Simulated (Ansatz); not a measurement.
Results of r²SCAN (PAW; Ansatz, a program for electronic structure) for CrIr3 (Pm-3m, No. 221, 4 atoms in the cell; start mp-12083).

Settings: plane-wave cutoff 560 eV, 14×14×14 k mesh, Fermi–Dirac smearing 0.05 eV, spin-polarised start, scalar-relativistic PAW data made under PBE.

Cell (relaxed at this level):

Space group Pm-3m (No. 221); a = 3.8064 Å, b = 3.8064 Å, c = 3.8064 Å, α = 90.00°, β = 90.00°, γ = 90.00°

```tsv
atom	site	symmetry	x	y	z
Cr	1a	m-3m	0.0000	0.0000	0.0000
Ir	3c	4/mm.m	0.0000	0.5000	0.5000
```

Task: Give the computed bulk modulus B0.

Result: 
bulk modulus B0: 315 GPa

The run finds no gap.

Note: the magnetic order was assumed, not searched for or taken from measurement; the bulk modulus is −V dP/dV from two relaxed cells at ±2 % in volume; the relaxation could not lower the start's symmetry, so the cell can be a saddle point above a distorted one.

Spin–orbit coupling is not included.

The result took roughly 6 core-minutes.

A start named mp-… is a Materials Project structure, which need not be a measured phase.
